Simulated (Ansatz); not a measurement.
An Ansatz (a program for electronic structure) run: CdSe with a change (tensor shear ε_xy = +1.14 %); r2SCAN (Ansatz), no SOC.

Input:

Ansatz 0.2 input:
```yaml
crystal:
  lattice:
    - [0.0349590625, 3.0665844302, 3.0665844302]
    - [3.0665844302, 0.0349590625, 3.0665844302]
    - [3.1015434927, 3.1015434927, 0]
  atoms:
    - { symbol: Cd, position: [0, 0, 0] }
    - { symbol: Se, position: [0.25, 0.25, 0.25] }
basis: { ecutwfc: 500, ecutrho_ratio: 4, xc_grid: 4, fft_grid_basis: typed }
kpoints: { mp_grid: { grid: [9, 9, 9] } }
hamiltonian:
  xc: r2scan
  dispersion: none
  pseudopotentials: { kind: paw }
scf: { occupations: { method: fermi_dirac, width: 0.05 }, convergence: { dr2_threshold: 0.0000000002 } }
relax: { f_tol: 0.005, max_steps: 50 }
output: { forces: true, stress: true }
checkpoint: { write: state.ck, write_every: 1000 }
```

Output (explanatory and most iteration lines left out):

```
Relaxation: its limit of steps is 50 (relax.max_steps)
Pseudopotential: Cd, paw, valence charge 20
Pseudopotential: Se, paw, valence charge 16
Crystal: 2 atoms, lattice volume = 57.668 Å³
Basis set: ecut = 500 eV, 1455 PW (Γ), exchange–correlation on 128×128×128 points (64 copies of the dense FFT grid, shifted against one another)
Bands: 22, of which v1, the nominal top of the filled ones, is band 18 counted from 1 (17 counted from 0)
Symmetry: 4 space group operations
Space group: Imm2 (ITA 44), of the structure as read, at distance tolerance 3.9e-5 Å
k-points: 125 of 729 (time reversal used)
Functional: x = r2scan, c = r2scan; τ floored in thin density (d = 2e-4 eV/Å³)
SCF iter   1: F=—  HF=-13747.823643 eV  |F-HF|=—  |Δ(HF+E_count)|=         —  Δρ=5.15e-3  dr2=9.37e-3  dr2_τ=1.49e-2  ethr=1.77e-3  ⟨swp⟩=6.0  Hψ=11872  notcnv=0
SCF iter   2: F=—  HF=-13747.831310 eV  |F-HF|=—  |Δ(HF+E_count)|=   7.67e-3  Δρ=2.45e-3  dr2=1.31e-3  dr2_τ=4.22e-4  ethr=2.60e-5  ⟨swp⟩=2.0  Hψ=6000  notcnv=0
SCF 1 converged in 8 iterations: F = -13747.832203 eV  dr2 = 5.54e-12
relax step   1: F+E_penalty+E_count = -13747.83220326 eV  Δ(F+E_penalty+E_count) = +0.000e0 eV  max|allowed force component| = 1.345e-1 eV/Å  Δτ_max = 0.0000 Å  (8 SCF iters, accepted)
Crystal: 2 atoms, lattice volume = 57.668 Å³
SCF iter   1: F=—  HF=-13747.818278 eV  |F-HF|=—  |Δ(HF+E_count)|=         —  Δρ=2.07e-3  dr2=2.01e-3  dr2_τ=3.28e-2  ethr=5.41e-6  ⟨swp⟩=2.0  Hψ=9546  notcnv=0
SCF iter   2: F=—  HF=-13747.834172 eV  |F-HF|=—  |Δ(HF+E_count)|=   1.59e-2  Δρ=6.23e-4  dr2=1.91e-4  dr2_τ=4.55e-5  ethr=5.41e-6  ⟨swp⟩=2.0  Hψ=5500  notcnv=0
SCF 2 converged in 8 iterations: F = -13747.834193 eV  dr2 = 1.80e-11
relax step   2: F+E_penalty+E_count = -13747.83419334 eV  Δ(F+E_penalty+E_count) = -1.990e-3 eV  max|allowed force component| = 1.993e-3 eV/Å  Δτ_max = 0.0150 Å  (8 SCF iters, accepted)
Crystal: 2 atoms, lattice volume = 57.668 Å³
SCF iter   1: F=—  HF=-13747.834193 eV  |F-HF|=—  |Δ(HF+E_count)|=         —  Δρ=2.79e-7  dr2=1.80e-11  dr2_τ=1.20e-12  ethr=1.00e-12  ⟨swp⟩=2.0  Hψ=13490  notcnv=0
SCF iter   2: F=-13747.834193 eV  HF=-13747.834193 eV  |F-HF|=3.64e-12  |Δ(HF+E_count)|=  3.64e-12  Δρ=1.38e-7  dr2=3.49e-12  dr2_τ=3.33e-13  ethr=1.00e-12  ⟨swp⟩=3.0  Hψ=7747  notcnv=0
SCF 3 converged in 2 iterations: F = -13747.834193 eV  dr2 = 3.49e-12
SCF converged after 2 iterations
Free energy (F): -13747.834193 eV
Internal energy: -13747.834193 eV  (E = F + TS)
E sigma→0 (E₀):  -13747.834193 eV
Entropy (-TS):   -0.000000 eV (-0.000 meV/atom)
Fermi energy:    7.395788 eV
--- Forces (eV/Å), atoms counted from 1 ---
  atom   1  Cd     0.00000000    -0.00000000    -0.00199037
  atom   2  Se    -0.00000000    -0.00000000     0.00199310
--- Stress (GPa, compression-positive) ---
        0.004807      -0.505860      -0.000000
       -0.505860       0.004807       0.000000
       -0.000000       0.000000      -0.001053
  P = ⅓ Tr σ = 0.0029 GPa (0.029 kbar)
--- Relaxed structure (2 steps of the walk, 2 accepted, 0 SCFs on fresh bases) ---
  atoms:
    - { symbol: Cd, position: [0.002450429034767398, 0.0024504290347673987, -0.002450429034767398] }
    - { symbol: Se, position: [0.24754957096523256, 0.24754957096523256, 0.25245042903476744] }
```

The cells carry an imposed strain or load. Stability against distortions was not tested. The cell was made from CdSe in the zinc blende structure (space group F-43m, No. 216) by this change: tensor shear ε_xy = +1.14 %.
